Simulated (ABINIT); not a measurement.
ABINIT is run on Ca₃TlN (Pm-3m, 5 atoms in the cell), and the run fails. The aim is a self-consistent single point with DFT, PBEsol, plane waves, norm-conserving pseudopotentials (PseudoDojo nc-sr-04 PBEsol standard).

This input was run:

```
# Ca3TlN, PseudoDojo nc-sr-04 PBEsol standard
pp_dirpath "./"
pseudos "Ca.upf, Tl.upf, N.upf"
acell 3*1.0 Angstrom
rprim
         4.9538200000    0.0000000000    0.0000000000
         0.0000000000    4.9538200000    0.0000000000
         0.0000000000    0.0000000000    4.9538200000
natom 5
ntypat 3
znucl 20 81 7
typat 1 1 1 2 3
xred
         0.5000000000    0.5000000000    0.0000000000
         0.0000000000    0.5000000000    0.5000000000
         0.5000000000    0.0000000000    0.5000000000
         0.0000000000    0.0000000000    0.0000000000
         0.5000000000    0.5000000000    0.5000000000
ecut 84 Ry
occopt 7
tsmear 0.1
nband 31
kptopt 1
ngkpt 4 4 4
nshiftk 1
shiftk 0 0 0
nstep 80
tolvrs 1.0e-12
prtwf 0
prtden 0
enunit 1
```

Output, abridged:

```
--- !BeginCycle
solver: {iscf: 7, nstep: 80, nline: 4, wfoptalg: 0, }
tolerances: {tolvrs: 1.00E-12, }
...

     iter   Etot(hartree)      deltaE(h)  residm     vres2
 ETOT  1  -186.32415885314    -1.863E+02 2.209E-01 5.685E+03
 ETOT  2  -185.94754991784     3.766E-01 5.399E-02 1.084E+04
 ETOT  3  -187.19672082214    -1.249E+00 1.383E-02 5.157E+02
 ETOT  4  -187.25320656397    -5.649E-02 4.671E-03 3.912E+01
 ETOT  5  -187.25527379257    -2.067E-03 5.852E-03 4.254E+00
   [... 71 lines left out ...]
 ETOT 77  -187.25708956879    -6.852E-08 7.070E-06 1.549E-07
 ETOT 78  -187.25708963560    -6.681E-08 4.133E-06 3.006E-07
 ETOT 79  -187.25708970109    -6.549E-08 6.784E-06 4.681E-07
 ETOT 80  -187.25708976500    -6.391E-08 3.934E-06 4.378E-07

 Cartesian components of stress tensor (hartree/bohr^3)
  sigma(1 1)= -2.40104456E-05  sigma(3 2)=  0.00000000E+00
  sigma(2 2)= -2.40104456E-05  sigma(3 1)=  0.00000000E+00
  sigma(3 3)= -2.40104456E-05  sigma(2 1)=  0.00000000E+00
 scprqt:  WARNING -
  nstep=   80 was not enough SCF cycles to converge;
  potential residual=  4.378E-07 exceeds tolvrs=  1.000E-12

 ----iterations are completed or convergence reached----

 reduced coordinates (array xred) for    5 atoms
       0.500000000000      0.500000000000      0.000000000000
   [... lines left out ...]
 Fermi (or HOMO) energy (eV) =   5.61910   Average Vxc (eV)=  -9.68457
   [... lines left out ...]

--- !EnergyTerms
kinetic             :  7.83781352362627E+01
hartree             :  3.82560982032500E+01
xc                  : -4.38664436332720E+01
Ewald energy        : -1.24903606883897E+02
psp_core            :  4.67429714936703E+00
local_psp           : -1.37581635728468E+02
non_local_psp       : -1.87102440744267E+00
internal            : -1.86914180064200E+02
'-kT*entropy'       : -3.42909700795966E-01
total_energy        : -1.87257089764996E+02
total_energy_eV     : -5.09552455010177E+03
band_energy         : -1.90987580883796E+01
...

-Cartesian components of stress tensor (GPa)         [Pressure=  7.0641E-01 GPa]
- sigma(1 1)= -7.06411579E-01  sigma(3 2)=  0.00000000E+00
- sigma(2 2)= -7.06411579E-01  sigma(3 1)=  0.00000000E+00
- sigma(3 3)= -7.06411579E-01  sigma(2 1)=  0.00000000E+00

 Calculation completed.
```

### Question
What caused this, and what should be changed?

### Answer
The fault is an energy in the wrong unit. A bare number is read in the key's own unit, and eV, Ry (13.6 eV) and Ha (27.2 eV) lie far apart, so the setting ends up far from the one that was meant. To fix it, convert the value to the unit that the key expects. The run ended unconverged after 80 iterations.

An input that runs soundly differs in these lines (not the only fix; some lines may just follow from the change or write a value another way):
```diff
-tsmear 0.1
+tsmear 0.00367493
```

With that input, the run converged in 20 iterations: free energy E − TS -5090.84 eV; Fermi level (on the code's own zero) 5.23 eV; pressure -2.24 GPa (DFT, PBEsol, plane waves, norm-conserving pseudopotentials (PseudoDojo nc-sr-04 PBEsol standard)).

On the sound input: the starting cell comes from a database of computed structures (which also holds hypothetical and non-ambient phases and stackings), without a prior relaxation at this level. The run gives no clean gap (levels at the Fermi energy touch, overlap or are partly filled at this smearing), which alone does not show that the compound is a metal.
